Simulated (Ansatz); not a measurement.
Consider HfO2 (space group P4_2/nmc, No. 137; a = 3.568 Å, c = 5.167 Å). Axes: x, y, z lie along a, b, c of the conventional cell.

The change: the cell is compressed by 1.25 % along y with no lateral relaxation; the atoms relax in the strained cell.

Levels (all Ansatz, a program for electronic structure, PAW, earlier PAW set): PBEsol (420 eV, without spin-orbit coupling); r2SCAN (500 eV, no spin-orbit coupling); HSE06 (420 eV, scalar-relativistic without spin-orbit coupling).

At the geometry relaxed with PBEsol, these levels gave the following band gaps, in shuffled order: (a) 6.33 eV, (b) 4.55 eV, (c) 5.20 eV.

Q: Match each gap to its level.

A: (a) HSE06; (b) PBEsol; (c) r2SCAN.

Single points use the geometry relaxed with PBEsol. HSE06 gaps are upper bounds (no full band path). Spin-orbit coupling, missing from the scalar runs, can matter with Hf. Whether these cells are dynamically stable was not tested. This is not the structure that HfO2 has at room temperature and ambient pressure.
